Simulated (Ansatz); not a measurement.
Given:

End structure of a constructed model of the (111) surface of fcc Au, a pseudomorphic layer of Nb in the host's stacking (bottom of the slab: a bare face, its two planes held):

```
CELL_PARAMETERS angstrom
      2.93959     0.00000     0.00000
     -1.46980     2.54576     0.00000
      0.00000     0.00000    31.00000
ATOMIC_POSITIONS crystal
  Au 0.33333 0.66667 0.26421
  Au 0.66667 0.33333 0.34164
  Au 0.00000 0.00000 0.41880
  Au 0.33333 0.66667 0.49639
  Au 0.66667 0.33333 0.57452
  Au 0.00000 0.00000 0.65319
  Nb 0.33333 0.66667 0.72773
```

Set-up: 7 atoms, 14.6 Å thick at the start; mesh 15x15x1; 0.1 eV smearing; dipole correction on; 2 atoms held, the rest relaxed; held to the start's symmetry, so lower structures may exist; no spin, no spin-orbit, no U. In PBE it is, or lies within 0.01 eV a 1x1 cell of, the lowest of the 2 structures of its composition computed so far; larger cells were not tried.

Give the work function of the top face at the level PBE (Ansatz, a quantum-chemistry and plane-wave program).

4.97 eV
